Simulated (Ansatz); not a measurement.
Band structure of FeNi₃ (Pm-3m, 4 atoms in the cell).

```xyz
4
Lattice="3.5898 0.0000 0.0000 0.0000 3.5898 0.0000 0.0000 0.0000 3.5898" Properties=species:S:1:pos:R:3 pbc="T T T"
Fe     0.0000     0.0000     0.0000
Ni     0.0000     1.7949     1.7949
Ni     1.7949     0.0000     1.7949
Ni     1.7949     1.7949     0.0000
```
Moments meant for the start (each program seeds them in its own way; μB, in the order of the atoms Fe Ni Ni Ni): 4.0 2.0 2.0 2.0.

Method of the run: PBE, PAW files (plane waves; Ansatz, an electronic-structure program).

Settings: kpoints.mp_grid.grid = 9 9 9; hamiltonian.xc = pbe; hamiltonian.pseudopotentials = {kind: paw} (the program's default PAW files); magnetization.spin_polarized = true; scf.occupations.method = fermi_dirac; scf.occupations.width = 0.1 eV; kpoints.band_path.npoints = 8.

The starting cell comes from a database of computed structures (which also holds hypothetical and non-ambient phases and stackings), without a prior relaxation at this level. Its lattice was rescaled by a random factor within 2.5 % of one. The magnetic order is the one reached from the typed start; others were not searched systematically.

Levels in eV from the Fermi level, bands 34 to 41 of the first spin channel:
| point | 34 | 35 | 36 | 37 | 38 | 39 | 40 | 41 |
|---|---|---|---|---|---|---|---|---|
| Γ | -0.75 | -0.66 | -0.66 | -0.66 | 2.12 | 2.12 | 2.12 | 8.44 |
| X | -1.52 | -1.43 | -1.04 | -0.75 | -0.66 | 7.18 | 7.18 | 7.24 |
| M | -1.71 | -1.50 | -1.45 | 0.63 | 0.63 | 0.66 | 0.68 | 10.75 |
| R | -0.82 | -0.82 | -0.82 | -0.54 | -0.54 | -0.54 | -0.39 | 5.10 |

Bands cross the Fermi level along this path, so the cell is metallic at this level.

The net moment of the cell came out as 4.87 μB.

Keys are those of Ansatz 0.2.
